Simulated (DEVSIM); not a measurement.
Structure: Cr/Si3N4/p-In0.53Ga0.47As capacitor, at 300 K.

| layer (left to right) | material | thickness (nm) | Na (cm⁻³) |
|---|---|---|---|
| 1 | Si3N4 | 2.60 | - |
| 2 | In0.53Ga0.47As | 500 | 1.3e18 |

Metal gate on the left, work function 4.5 eV. Fixed charge at the semiconductor interface 0 cm⁻² (in units of +e); no interface traps.

Constants are typed, rounded textbook-type inputs, not results; the design itself was drawn at random and stands for no fabricated device. Values at 300 K.

```
parameter      Si3N4  In0.53Ga0.47As
-------------  -----  --------------
gap (eV)         5.1            0.74
affinity (eV)    2.1            4.51
permittivity     7.5            13.9
Nc (cm⁻³)          -          2.1e17
Nv (cm⁻³)          -          7.7e18
```

DEVSIM, 1D Poisson equation in equilibrium, Boltzmann statistics, complete ionisation; no quantum confinement or tunnelling. Metal contacts follow the ideal Schottky-Mott rule: no Fermi-level pinning, no interface dipoles.

The substrate doping was swept, all else fixed.

```
substrate doping (cm^-3)  minimum of the low-frequency capacitance (μF/cm²)  flat-band voltage (V)
------------------------  -------------------------------------------------  ---------------------
6.5e16                                                                0.115                  -0.63
1.3e17                                                                0.157                  -0.64
2.6e17                                                                    ?                  -0.66
6.5e17                                                                0.303                  -0.69
1.3e18                                                                0.402                  -0.70
2.6e18                                                                0.516                  -0.72
```

Question: Complete the blanks.

Answer: 
- 2.6e17, minimum of the low-frequency capacitance (μF/cm²): 0.206
